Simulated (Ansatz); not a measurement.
Ansatz (a first-principles code) run on Hf2Hg (I4/mmm, 3 atoms in the cell): self-consistent single point.

Method: LDA (PW92), default PAW files made with PBE (plane waves; Ansatz).

```xyz
3
Lattice="-1.6511 1.6511 5.7528 1.6511 -1.6511 5.7528 1.6511 1.6511 -5.7528" Properties=species:S:1:pos:R:3 pbc="T T T"
Hf     0.0000     0.0000     7.6597
Hf     0.0000     0.0000     3.8460
Hg     0.0000     0.0000     0.0000
```

Reference input (self-consistent single point, DFT, LDA (PW92), plane waves, default PAW files made with PBE): kpoints.mp_grid.grid = 10 10 10; hamiltonian.xc = lda; hamiltonian.pseudopotentials = {kind: paw} (the program's default PAW files); scf.occupations.method = gaussian; scf.occupations.width = 0.05 eV. This run's input differs from it in these lines:

Ansatz 0.2 input:
```diff
@@ -10,3 +10,3 @@
 kpoints:
-  mp_grid: { grid: [10, 10, 10] }
+  mp_grid: { grid: [8, 8, 8] }
 hamiltonian:
```

Log, with long lists cut:

```
SCF iter   1: F=—  HF=-44476.759738 eV  |F-HF|=—  |Δ(HF+E_count)|=         —  Δρ=5.70e-3  dr2=1.99e-2  ethr=1.77e-3  ⟨swp⟩=5.9  Hψ=8220  notcnv=0  defer=12
all-band conjugate gradients solve this SCF's bands
preconditioner: auto → Kerker (q_TF=auto, 2.792 Å⁻¹)
SCF iter   2: F=—  HF=-44476.758330 eV  |F-HF|=—  |Δ(HF+E_count)|=   1.41e-3  Δρ=3.40e-3  dr2=1.01e-2  ethr=2.76e-5  ⟨swp⟩=2.9  Hψ=4511  notcnv=0  defer=37
   [... lines left out ...]
SCF iter   4: F=—  HF=-44476.756611 eV  |F-HF|=—  |Δ(HF+E_count)|=   8.76e-4  Δρ=4.42e-4  dr2=1.46e-4  ethr=1.65e-6  ⟨swp⟩=2.0  Hψ=4309  notcnv=0  defer=37
SCF iter   5: F=—  HF=-44476.756574 eV  |F-HF|=—  |Δ(HF+E_count)|=   3.71e-5  Δρ=1.51e-4  dr2=1.55e-5  ethr=2.03e-7  ⟨swp⟩=2.9  Hψ=4163  notcnv=0  defer=37
SCF iter   6: F=—  HF=-44476.756578 eV  |F-HF|=—  |Δ(HF+E_count)|=   4.26e-6  Δρ=2.65e-5  dr2=4.55e-7  ethr=2.15e-8  ⟨swp⟩=2.0  Hψ=2832  notcnv=0  defer=37
SCF iter   7: F=-44476.756578 eV  HF=-44476.756578 eV  |F-HF|=5.01e-8  |Δ(HF+E_count)|=   3.49e-9  Δρ=7.44e-6  dr2=6.37e-8  ethr=1.39e-10  ⟨swp⟩=10.1  Hψ=12245  notcnv=0
SCF 1 converged in 7 iterations: F = -44476.756578 eV  dr2 = 6.37e-8
Free energy (F): -44476.756578 eV
Internal energy: -44476.752389 eV  (E = F + TS)
E sigma→0 (E₀):  -44476.754483 eV
Entropy (-TS):   -0.004189 eV (-1.396 meV/atom)
Fermi energy:    19.906761 eV
--- Forces (eV/Å), atoms counted from 1 ---
  atom   1  Hf     0.00000000     0.00000000    -0.05120461
  atom   2  Hf    -0.00000000     0.00000000     0.05120461
  atom   3  Hg     0.00000000     0.00000000     0.00000000
--- Stress (GPa, compression-positive) ---
       -3.556967       0.000000       0.000000
        0.000000      -3.556967      -0.000000
        0.000000      -0.000000      -3.200363
  P = ⅓ Tr σ = -3.4381 GPa (-34.381 kbar)
  The stress holds the Pulay correction. Without it, at fixed plane waves, as pw.x and ABINIT print it: P = -3.4735 GPa
```

The run converged in 7 iterations. Against the reference run the free energy is nearly the same (within 1 meV/atom), the pressure goes from -3.33 to -3.44 GPa and the largest force goes from 0.009 to 0.051 eV/Å.

The starting cell comes from a database of computed structures (which also holds hypothetical and non-ambient phases and stackings), without a prior relaxation at this level. Its lattice was rescaled by a random factor within 2.5 % of one. With a pressure of about -3 GPa the cell is away from its equilibrium volume at this level. Ansatz's pressure includes its estimate of the finite-basis (Pulay) stress.
